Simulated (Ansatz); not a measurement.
Take TaP (space group P-6m2, No. 187; a = 3.283 Å, c = 3.316 Å; a cell from a computed database, its experimental status unchecked; relaxed with 0.1 eV smearing) as the base. Axes: x lies along a and z along c of the hexagonal cell.

The values are results of Ansatz (a first-principles code) PBEsol, no SOC, not measurements.

The change: the cell is scaled by 0.9806 in all directions, atoms relaxed at fixed cell.

Q: Predict the stress tensor and what it implies for the stiffness.

A: Stress of the strained cell less that of the base (GPa, compression positive):
```
   13.4     0.0     0.0
    0.0    13.4     0.0
    0.0     0.0    17.4
```

Then B = −ΔP/(ΔV/V₀) with ΔV/V₀ = -0.0571 gives secant stiffness values (nonlinear terms included at this strain): B (at held cell shape, above the free-shape value) ≈ 258 GPa.

As a check, the harmonic strain energy −½ V₀ Δσ:ε is 41 meV/atom; the computed energy rise is 39 meV/atom.

Whether these cells are dynamically stable was not tested. All final runs are without spin polarisation.
